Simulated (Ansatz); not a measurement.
Base system: TiAl (space group P4/mmm, No. 123; a = 2.824 Å, c = 4.071 Å). Axes: x, y, z lie along a, b, c of the conventional cell.

Level of theory: PBE (Ansatz, a quantum-chemistry and plane-wave program, PAW, without spin-orbit coupling).

For the base:

The pressure comes out as 0.0 GPa. The volume per atom is 16.24 Å³.

Perturbation: compressive biaxial strain of 3.00 % in the plane normal to [001], as in epitaxy on a mismatched substrate; the out-of-plane cell vector and the atoms relax.

### Question
What happens to the pressure?

### Answer
The pressure (mean of the normal stresses, compression positive) goes from zero to 3.9 GPa.

### Question
Estimate the effect on the volume per atom.

### Answer
The volume per atom falls by 0.512 Å³ (16.24 Å³ → 15.72 Å³).

Without a gap, meshes like the base's 16×16×12 leave anisotropic stresses uncertain by several tenths of a GPa, and small strain energies with them. Whether these cells are dynamically stable was not tested. All final runs are without spin polarisation.
